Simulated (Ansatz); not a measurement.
Structures of equal composition on the (100) surface of rock-salt TiC: a layer of Al, one atom over each C; a layer of Al, one atom over each Ti. The slabs share one bottom face, and each structure is named by its start. These are constructed structures in small cells; real faces may alloy, dewet or reconstruct in larger ones, and not all known structures of the face are among them. Slabs of about 13 Å, Fermi-Dirac smearing of 0.1 eV. Bottom of the slabs: a bare face, its two planes held. Relaxed from the named starts with such symmetry as they have, on meshes of like density; energies extrapolated to zero smearing; spin only where a row says so; no spin-orbit coupling, no U. Brackets mark spin-polarised runs, whose order is one that fits the cell.

These are PBE (plane waves to 420 eV, PAW; Ansatz, a program for electronic structure) values and carry that method's errors.

Problem. Order them by energy per 1x1 cell (lowest first) at the level PBE.

Solution. a layer of Al, one atom over each C (0.000 eV), a layer of Al, one atom over each Ti (1.331 eV)
